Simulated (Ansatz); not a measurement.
Base system: ZnSnAs2 in the chalcopyrite structure (space group I-42d, No. 122; a = 5.8395 Å, c = 11.7375 Å).

Computed with plane-wave PAW DFT at the PBEsol level (Ansatz, a quantum-chemistry and plane-wave program, 420 eV), spin-orbit coupling left out.

Strains are applied to the cell and any free atomic positions relax.

One change was made to it. Results:

| quantity | base | after |
|---|---|---|
| pressure (mean of the normal stresses, compression positive) | 0.0 GPa | -1.3 GPa |
| energy relative to the base (free energy F) | 0 meV/atom | +2.4 meV/atom |

Q: Name the change that was made.
A. isotropic strain +1.50 %
B. isotropic strain +0.75 %
C. isotropic strain +3.00 %
D. isotropic strain +2.25 %

A: B, isotropic strain +0.75 %. For comparison, the energy relative to the base in the other runs: isotropic strain +3.00 % gives +35 meV/atom; isotropic strain +1.50 % gives +9.2 meV/atom; isotropic strain +2.25 % gives +20 meV/atom.

The mesh was chosen for an insulator and is coarse for the gapless case. Stability against distortions was not tested. The final runs are not spin-polarised.
